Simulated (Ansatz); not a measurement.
## A computed series for BAs: element substitutions

Take BAs in the zinc blende structure (space group F-43m, No. 216; a = 4.809 Å) as the base.

Each row replaces one element on all its sites; cell and atoms are relaxed.

All numbers come from PBE (Ansatz, a quantum-chemistry and plane-wave program), scalar-relativistic without spin-orbit coupling, earlier PAW set.

Candidates:
(a) As → Bi
(b) As → Se
(c) B → N

For the base:

```
Item                  Result
-------------------  -------
Lattice parameter a  4.809 Å
```

Task: Order them by lattice parameter a, lowest first.

Result: (b) As → Se (4.984 Å), (c) B → N (4.995 Å), (a) As → Bi (5.524 Å)

No phonon test of stability was made. As relaxed here, BiB, BSe and AsN are hypothetical phases, not in the database extracts checked. The final runs are not spin-polarised. An odd electron count without spin: BSe.
